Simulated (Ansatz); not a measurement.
## A computed series for hypothetical rock salt SbP: pressure series

Take SbP in the rock salt structure (space group Fm-3m, No. 225; a hypothetical phase, not in the database extracts checked) as the base.

SbP is modelled in the cubic space group Fm-3m (No. 225), the rock salt structure, Pearson symbol cF8. Cell: a = b = c = 5.6341 Å, α = β = γ = 90.00°. P on 4a sees 6 Sb at 2.817 Å (octahedral). Sb on 4b is coordinated by 6 P at 2.817 Å (octahedral). (Neighbours: up to the widest gap in distance over summed covalent radii, below 1.35, at either atom.)
(The calculation used a cell of 2 atoms; values per cell refer to that cell.)

Cell and atoms are relaxed at each pressure.

All numbers come from PBE/PAW in Ansatz (a program for electronic structure), no SOC.

Notes on the quantities. enthalpy: H = E + PV relative to the base's energy.

```json
[
 {"change": "base", "density": "5.67 g/cm³", "enthalpy": "–", "shortest interatomic distance": "2.817 Å"},
 {"change": "pressure −2 GPa", "density": "5.51 g/cm³", "enthalpy": "-0.28 eV/atom", "shortest interatomic distance": "2.844 Å"},
 {"change": "pressure −1 GPa", "density": "5.59 g/cm³", "enthalpy": "-0.14 eV/atom", "shortest interatomic distance": "2.830 Å"},
 {"change": "pressure 0.3 GPa", "density": "5.70 g/cm³", "enthalpy": "+0.04 eV/atom", "shortest interatomic distance": "2.813 Å"},
 {"change": "pressure 0.7 GPa", "density": "?", "enthalpy": "+0.10 eV/atom", "shortest interatomic distance": "2.808 Å"},
 {"change": "pressure 1.5 GPa", "density": "5.78 g/cm³", "enthalpy": "+0.21 eV/atom", "shortest interatomic distance": "2.799 Å"},
 {"change": "pressure 3 GPa", "density": "?", "enthalpy": "+0.41 eV/atom", "shortest interatomic distance": "2.782 Å"},
 {"change": "pressure 5 GPa", "density": "6.02 g/cm³", "enthalpy": "+0.68 eV/atom", "shortest interatomic distance": "2.762 Å"},
 {"change": "pressure 7.5 GPa", "density": "6.18 g/cm³", "enthalpy": "+1.00 eV/atom", "shortest interatomic distance": "2.738 Å"},
 {"change": "pressure 10 GPa", "density": "?", "enthalpy": "+1.32 eV/atom", "shortest interatomic distance": "2.717 Å"}
]
```

What belongs in the blanks?


- pressure 0.7 GPa, density: 5.72 g/cm³
- pressure 3 GPa, density: 5.89 g/cm³
- pressure 10 GPa, density: 6.32 g/cm³

Load acts through the strain it causes; cell and atoms are relaxed under it. Stability against distortions was not tested. No other phases were tried under pressure. The final runs are not spin-polarised.
